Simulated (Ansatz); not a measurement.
# C, response to strain

Consider C in the diamond structure (space group Fd-3m, No. 227).

```yaml
crystal:
  lattice:
    - [0.00000, 1.76587, 1.76587]
    - [1.76587, 0.00000, 1.76587]
    - [1.76587, 1.76587, 0.00000]
  atoms:
    - { symbol: C, position: [0.00000, 0.00000, 0.00000] }
    - { symbol: C, position: [0.25000, 0.25000, 0.25000] }
```

Cartesian axes are those of the cell as printed.

Strains are applied to the cell and any free atomic positions relax.

Level of theory: Ansatz (an electronic-structure program), LDA, PAW, cutoff 420 eV, scalar-relativistic without spin-orbit coupling.

Notes on the quantities. energy relative to the base: free energy F.

```json
[
 {"variant": "base", "band gap": "4.17 eV", "smallest direct gap": "5.62 eV", "volume per atom": "5.51 Å³", "energy relative to the base": "0 meV/atom"},
 {"variant": "uniaxial strain ε_zz = −3.00 %", "band gap": "3.44 eV", "smallest direct gap": "5.16 eV", "volume per atom": "5.34 Å³", "energy relative to the base": "+18 meV/atom"},
 {"variant": "uniaxial strain ε_zz = −2.50 %", "band gap": "3.57 eV", "smallest direct gap": "5.23 eV", "volume per atom": "5.37 Å³", "energy relative to the base": "+12 meV/atom"},
 {"variant": "uniaxial strain ε_zz = −2.00 %", "band gap": "?", "smallest direct gap": "5.31 eV", "volume per atom": "5.40 Å³", "energy relative to the base": "+7.8 meV/atom"},
 {"variant": "uniaxial strain ε_zz = −1.00 %", "band gap": "3.93 eV", "smallest direct gap": "5.47 eV", "volume per atom": "5.45 Å³", "energy relative to the base": "?"},
 {"variant": "uniaxial strain ε_zz = −0.50 %", "band gap": "4.05 eV", "smallest direct gap": "5.55 eV", "volume per atom": "5.48 Å³", "energy relative to the base": "+0.5 meV/atom"},
 {"variant": "uniaxial strain ε_zz = +0.50 %", "band gap": "4.10 eV", "smallest direct gap": "5.56 eV", "volume per atom": "5.53 Å³", "energy relative to the base": "+0.5 meV/atom"},
 {"variant": "uniaxial strain ε_zz = +1.50 %", "band gap": "3.95 eV", "smallest direct gap": "5.45 eV", "volume per atom": "5.59 Å³", "energy relative to the base": "?"},
 {"variant": "uniaxial strain ε_zz = +2.00 %", "band gap": "3.87 eV", "smallest direct gap": "?", "volume per atom": "5.62 Å³", "energy relative to the base": "+7.5 meV/atom"},
 {"variant": "uniaxial strain ε_zz = +2.50 %", "band gap": "3.80 eV", "smallest direct gap": "5.33 eV", "volume per atom": "5.64 Å³", "energy relative to the base": "+12 meV/atom"}
]
```

### Question
Some entries are withheld; estimate them.

### Answer

- uniaxial strain ε_zz = −2.00 %, band gap: 3.69 eV
- uniaxial strain ε_zz = −1.00 %, energy relative to the base: +1.9 meV/atom
- uniaxial strain ε_zz = +1.50 %, energy relative to the base: +4.3 meV/atom
- uniaxial strain ε_zz = +2.00 %, smallest direct gap: 5.39 eV

Gaps are Kohn–Sham eigenvalue differences; semilocal functionals usually give less than the measured gap. Whether these cells are dynamically stable was not tested.
